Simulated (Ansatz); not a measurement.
Take SrTiO$_{3}$ in the cubic perovskite structure (space group Pm-3m, No. 221; a = 3.854 Å) as the base.

Computed with LDA/PAW in Ansatz (an electronic-structure program), no spin-orbit coupling.

One change was made to it. Results:

```csv
quantity,base,after
band gap,1.85 eV,1.85 eV
volume per atom,11.45 Å³,11.43 Å³
smallest direct gap,2.17 eV,2.17 eV
gap character,"indirect, R → Γ","indirect, R → Γ"
```

Question: Name the change that was made.
(A) pressure 0.3 GPa
(B) pressure 7.5 GPa
(C) pressure 3 GPa
(D) pressure 10 GPa
(E) pressure 5 GPa

Answer: A, pressure 0.3 GPa. For comparison, the volume per atom in the other runs: pressure 5 GPa gives 11.18 Å³; pressure 10 GPa gives 10.95 Å³; pressure 3 GPa gives 11.29 Å³; pressure 7.5 GPa gives 11.06 Å³.

Load acts through the strain it causes; cell and atoms are relaxed under it. No phonon test of stability was made. Competing high-pressure phases were not computed. The final runs are not spin-polarised. Many cubic perovskites are stable only at high temperature; tilts and polar distortions were not tested.
